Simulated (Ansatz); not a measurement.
## BBi (model structure, started from the NiAs type, P6₃/mmc, No. 194, 4 atoms in the cell)

Computed with PBE-D3(BJ) (Ansatz, a first-principles code, PAW).

Numerical settings: plane-wave cutoff 500 eV, 12×12×8 k mesh (along the axes of the cell as run), Fermi–Dirac smearing 0.05 eV, scalar-relativistic PAW data made under PBE.

Cell (relaxed at this level):

```xyz
4
Lattice="3.7007 0.0000 0.0000 -1.8503 3.2049 0.0000 0.0000 0.0000 6.1038" Properties=species:S:1:pos:R:3 pbc="T T T"
B      0.0000     0.0000     0.0000
B      0.0000     0.0000     3.0519
Bi     0.0000     2.1366     1.5259
Bi     1.8503     1.0683     4.5778
```

For BBi (model structure, started from the NiAs type, P6₃/mmc, No. 194, 4 atoms in the cell), the band gap is zero (no gap).

Note: the relaxation could raise the start's symmetry but not lower it, so the cell can be a saddle point.

Spin–orbit coupling is not included; it can shift volumes and moduli of such heavy elements.

Computed values are for the static lattice.

A model structure was made by putting elements into a prototype or built by hand; it is no filed structure, need not be a known phase, and can be a saddle point held by its symmetry.
